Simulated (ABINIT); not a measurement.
ABINIT 10.0.3, DFT, PBE, plane waves, JTH v2.0 PBE PAW: Cs3Pt (from the phase in space group 221, mp-1064000), 4 atoms. Basis and mesh were picked for this test and aren't claimed converged.

```
Property                                                           Result
----------------------------------------  -------------------------------
cell                                      5.78, 5.78, 5.78 Å; 90, 90, 90°
task                                                                  scf
ecut                                                                15 Ha
pawecutdg                                                           30 Ha
nband                                                                  24
k mesh (ngkpt)                                                      4×4×4
shiftk                                                              0×0×0
nstep                                                                 100
tolvrs                                                              1e-09
occopt                                                                  3
tsmear                                                           0.005 Ha
prtwf                                                                   0
prtden                                                                  0
paral_kgb                                                               1
ranks over k-points and spins (np_spkpt)                                2
ranks over bands (npband)                                               1
ranks over FFT planes (npfft)                                           1
bands a rank in one block (bandpp)                                     24
wfoptalg                                                              114
nline                                                         4 (default)
kptopt                                                        1 (default)
k-points after symmetry                                                10
bands                                                                  24
symmetry operations                                                    48
```

Settings of this run: iscf = 17, iprcel = 0, npulayit = 7, diemix = 0.7, diemac = 1e+06, dielng = 0.5 bohr; 2 ranks.

```tsv
iteration	deltaE (Ha)	residm	nres2
1	-8.839E+01	2.215E-04	1.427E+00
2	1.223E-02	5.822E-06	8.761E-01
3	1.435E-03	1.190E-06	8.207E-01
4	1.859E-02	4.950E-05	2.604E-01
5	1.614E-04	1.713E-05	2.266E-01
6	3.991E-03	3.757E-05	7.277E-02
7	3.158E-04	1.173E-05	4.589E-02
8	6.731E-04	3.623E-06	6.238E-03
9	2.203E-05	9.034E-07	3.963E-03
10	1.071E-05	5.066E-07	2.584E-04
11	-4.203E-06	4.247E-08	1.275E-04
12	1.436E-06	4.318E-09	2.623E-05
13	-1.511E-07	9.113E-10	9.794E-06
14	-1.483E-07	2.591E-10	4.192E-06
15	-3.802E-08	4.952E-11	1.525E-06
16	-2.245E-08	5.575E-11	2.810E-07
17	2.461E-10	5.972E-12	1.936E-07
18	2.962E-09	3.072E-12	4.821E-08
19	8.923E-10	1.398E-12	1.910E-08
20	2.428E-10	1.228E-12	1.205E-08
21	3.107E-10	3.090E-13	2.137E-09
22	1.496E-11	1.986E-13	5.667E-10
```

It converged after 22 SCF iterations.

Q: The cycle is slow. Which setting should be changed?

A: This is not unique; one that fits is dielng = 1.07748 (default) (12 SCF iterations), all else kept. The change moves the result by: energy under 0.001 meV/atom, pressure equal as printed. Counts are of single runs.
